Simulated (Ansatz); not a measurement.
Crystal: SiC (F-43m, zinc blende, 2 atoms a cell, 10.3 Å³ an atom); both levels run on this one cell.

Complex bands along the normal of (111) by Ansatz (plane waves, PAW, no spin-orbit coupling). r2SCAN gives a gap of 1.71 eV and a slowest mid-gap decay of 0.199 1/Å.

### Question
What does PBE give on the same cell, and what does that do to the current through 2 nm?

### Answer
Gap 1.36 eV, κ = 0.182 1/Å. The mid-gap transmission through 2 nm changes by exp(2 × 20 × (0.199 − 0.182)) = a factor of 2.0 against r2SCAN.

Ansatz is an electronic-structure program.
